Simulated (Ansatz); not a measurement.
# BP: pressure 4.2 GPa

The reference is BP in the zinc blende structure (space group F-43m, No. 216; a = 4.536 Å).

It is then changed as follows: a hydrostatic pressure of 4.2 GPa.

Method: r2SCAN (Ansatz, a program for electronic structure, PAW, without spin-orbit coupling), earlier PAW set. k-mesh 12×12×12 (Γ-centred); smearing 0.05 eV (Fermi–Dirac).

| quantity | base | changed | shift |
|---|---|---|---|
| density | 2.97 g/cm³ | 3.04 g/cm³ | +0.07 g/cm³ |
| shortest interatomic distance | 1.964 Å | 1.949 Å | -0.0155 Å |
| band gap | 1.41 eV | 1.37 eV | -0.035 eV |
| gap character | indirect, Γ → Γ–X (83 % along) | indirect, Γ → Γ–X (83 % along) | – |
| smallest direct gap | 3.60 eV | 3.64 eV | +0.04 eV |
| mean gap deformation potential ΔEg/Δln V | – | +1.4 eV | – |
| width of the top valence band | 5.74 eV | 5.89 eV | +0.143 eV |
| electron mass | 1.3 mₑ along k, 0.22 mₑ across (off the special points) | 1.3 mₑ along k, 0.22 mₑ across (off the special points) | – |
| hole mass (degenerate bands, along [100]) | 0.24, 0.24, 0.32 mₑ (at Γ) | 0.24, 0.24, 0.33 mₑ (at Γ) | – |

Load acts through the strain it causes; cell and atoms are relaxed under it. Masses are band curvatures over ±0.01 Å⁻¹ around the edge. Along k means along the line from Γ to the band edge. Stability against distortions was not tested.
